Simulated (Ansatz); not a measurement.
Take ZnS in the zinc blende structure (space group F-43m, No. 216; a = 5.357 Å) as the base. Axes: x, y, z lie along the cube axes.

Computed with PBEsol (Ansatz, a program for electronic structure, PAW, no spin-orbit coupling).

Before the change:

| Property | Result |
|---|---|
| Band gap | 2.09 eV |
| Electron mass | 0.17 mₑ (at Γ) |

The change: the cell is stretched by 2.61 % along y with no lateral relaxation, atoms relaxed at fixed cell.

Predict the new band gap and electron mass.

The band gap decreases by 0.144 eV (2.09 eV → 1.94 eV); the electron mass goes from 0.17 mₑ (at Γ) to 0.16 mₑ (at Γ).

The cells carry an imposed strain or load. Masses are band curvatures over ±0.01 Å⁻¹ around the edge. Whether these cells are dynamically stable was not tested.
